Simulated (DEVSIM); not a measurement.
Structure: abrupt Ge n-p junction, at 350 K.

| layer (left to right) | material | thickness (μm) | Nd (cm⁻³) | Na (cm⁻³) | τn (s) | τp (s) |
|---|---|---|---|---|---|---|
| 1 | Ge | 0.240 | 2.1e15 | - | 0.00094 | 0.00094 |
| 2 | Ge | 47.0 | - | 1.6e15 | 0.00094 | 0.00094 |

Left contact: ohmic. Right contact: ohmic. Voltage is applied to the left contact. Recombination: SRH at mid-gap. Mobility is μmin + (μ − μmin)/(1 + (N/Nref)^α).

This is a model device: material constants are rounded textbook-type values typed into the input, and sizes, dopings and lifetimes were drawn at random. Values at 300 K; Nc and Nv go as T^1.5, mobilities as T to minus their exponent, the gap by Varshni's rule with the affinity fixed.

| parameter | Ge |
|---|---|
| gap (eV) | 0.664 |
| affinity (eV) | 4 |
| permittivity | 16 |
| Nc (cm⁻³) | 1.04e19 |
| Nv (cm⁻³) | 6e18 |
| μn (cm²/Vs) | 3900 |
| μp (cm²/Vs) | 1900 |
| μn,min | 150 |
| μp,min | 100 |
| Nref,n | 2.6e17 |
| Nref,p | 4e17 |
| αn | 0.56 |
| αp | 0.6 |
| T exponent of μn | 1.66 |
| T exponent of μp | 2.33 |
| Varshni α (eV/K) | 0.000477 |
| Varshni β (K) | 235 |

Model (solved in DEVSIM): 1D drift-diffusion, Boltzmann statistics, complete ionisation; no tunnelling, impact ionisation, image-force lowering or self-heating.

The doping Na of layer 2 was swept, all else fixed.

```tsv
doping Na of layer 2 (cm^-3)	largest field in the device at zero bias (V/cm)	potential step across the device at zero bias (V)
4.8e13	2000	0.070
1.6e14	2200	0.078
4.8e14	2700	0.095
1.6e15	4200	0.127
4.8e15	6400	0.159
1.6e16	9600	0.195
4.8e16	14000	0.229
```

From the first row to the last the largest field in the device at zero bias goes from 2000 to 14000. From the first row to the last the potential step across the device at zero bias goes from 0.070 to 0.229.
